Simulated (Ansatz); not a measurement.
An Ansatz (a program for electronic structure) run: CaO with a change (biaxial strain +0.83 %, plane normal [111], relaxed out of plane); Ansatz, PBEsol, PAW, cutoff 420 eV, spin-orbit coupling left out.

Input:

Ansatz 0.2 input:
```yaml
crystal:
  lattice:
    - [3.3988342622, 0, 0]
    - [1.6994171311, 2.9434768143, 0]
    - [1.6994171311, -0.9811589381, 2.7408705123]
  atoms:
    - { symbol: Ca, position: [0, 0, 0] }
    - { symbol: O, position: [0, 0.5, 0.5] }
basis: { ecutwfc: 420, ecutrho_ratio: 4, xc_grid: 2, fft_grid_basis: typed }
kpoints: { mp_grid: { grid: [12, 12, 12] } }
hamiltonian:
  xc: pbesol
  dispersion: none
  pseudopotentials: { kind: paw }
scf: { occupations: { method: fermi_dirac, width: 0.05 } }
relax: { f_tol: 0.005, max_steps: 50, cell: { stress_tol: 0.01, fix: [a, b, gamma] } }
output: { forces: true, stress: true }
checkpoint: { write: state.ck, write_every: 1000 }
```

Output (explanatory and most iteration lines left out):

```
Relaxation: its limit of steps is 50 (relax.max_steps)
Pseudopotential: Ca, paw, valence charge 10
Pseudopotential: O, paw, valence charge 6
Crystal: 2 atoms, lattice volume = 27.421 Å³
Basis set: ecut = 420 eV, 531 PW (Γ), exchange–correlation on 48×48×48 points (8 copies of the dense FFT grid, shifted against one another)
Bands: 12, of which v1, the nominal top of the filled ones, is band 8 counted from 1 (7 counted from 0)
Symmetry: 12 space group operations
Space group: R-3m (ITA 166), of the structure as read, at distance tolerance 3.0e-5 Å
k-points: 189 of 1728
Functional: x = pbesol(κ = 0.804, μ = 0.12345679012345678), c = pbesol(β = 0.046)
SCF iter   1: F=—  HF=-2358.115596 eV  |F-HF|=—  |Δ(HF+E_count)|=         —  Δρ=1.41e-2  dr2=4.90e-2  ethr=1.77e-3  ⟨swp⟩=7.0  Hψ=15953  notcnv=0
SCF iter   2: F=—  HF=-2358.109264 eV  |F-HF|=—  |Δ(HF+E_count)|=   6.33e-3  Δρ=1.13e-2  dr2=2.94e-2  ethr=3.06e-4  ⟨swp⟩=2.0  Hψ=5285  notcnv=0
SCF 1 converged in 7 iterations: F = -2358.102078 eV  dr2 = 1.70e-8
relax step   1: F+E_penalty+E_count = -2358.10207816 eV  Δ(F+E_penalty+E_count) = +0.000e0 eV  max|allowed force component| = 8.415e-30 eV/Å  Δτ_max = 0.0000 Å  P = -1.400 GPa  Ω = 27.421 Å³  fix = [a, b, gamma]  reactions: a -2.025, b -2.025 GPa  (7 SCF iters, dr2 threshold 1.00e-7 eV, accepted)
[... steps on the carried basis left out ...]
relax step   3: F+E_penalty+E_count = -2358.10214102 eV  Δ(F+E_penalty+E_count) = +2.260e-5 eV  max|allowed force component| = 2.104e-30 eV/Å  Δτ_max = 0.0000 Å  P = -1.322 GPa  Ω = 27.402 Å³  energy of the carried Pulay correction = +5.391e-5 eV  fix = [a, b, gamma]  reactions: a -1.983, b -1.983 GPa  (3 SCF iters, dr2 threshold 1.15e-8 eV, accepted)
Crystal: 2 atoms, lattice volume = 27.402 Å³
SCF iter   1: F=—  HF=-2358.102084 eV  |F-HF|=—  |Δ(HF+E_count)|=         —  Δρ=7.33e-6  dr2=6.43e-9  ethr=4.01e-6  ⟨swp⟩=2.6  Hψ=20924  notcnv=0
SCF iter   2: F=—  HF=-2358.102095 eV  |F-HF|=—  |Δ(HF+E_count)|=   1.07e-5  Δρ=4.35e-6  dr2=2.17e-9  ethr=4.02e-11  ⟨swp⟩=2.8  Hψ=4429  notcnv=0
SCF 4 converged in 6 iterations: F = -2358.102095 eV  dr2 = 4.30e-13
SCF converged after 6 iterations
Free energy (F): -2358.102095 eV
Internal energy: -2358.102095 eV  (E = F + TS)
E sigma→0 (E₀):  -2358.102095 eV
Fermi energy:    9.485624 eV
--- Forces (eV/Å), atoms counted from 1 ---
  atom   1  Ca    -0.00000000     0.00000000     0.00000000
  atom   2  O      0.00000000     0.00000000     0.00000000
--- Stress (GPa, compression-positive) ---
       -1.984540       0.000000       0.000000
        0.000000      -1.984540       0.000000
        0.000000       0.000000      -0.006365
  P = ⅓ Tr σ = -1.3251 GPa (-13.251 kbar)
--- Relaxed structure (3 steps of the walk, 3 accepted, 1 SCFs on fresh bases) ---
  cell:  # Å, volume = 27.4017 Å³
    - [3.398834262189527, -9.991322195331568e-52, 5.426886934088637e-35]
    - [1.6994171310947634, 2.9434768143090695, 5.397078058034013e-17]
    - [1.6994171310947634, -0.9811589381030232, 2.738966812079274]
  atoms:
    - { symbol: Ca, position: [1.7678147265656844e-36, -3.535629453131369e-36, 6.966885490791344e-53] }
    - { symbol: O, position: [0.0, 0.5, 0.5] }
```

Whether these cells are dynamically stable was not tested. The cell was made from CaO in the rock salt structure (space group Fm-3m, No. 225) by this change: biaxial strain +0.83 %, plane normal [111], relaxed out of plane.
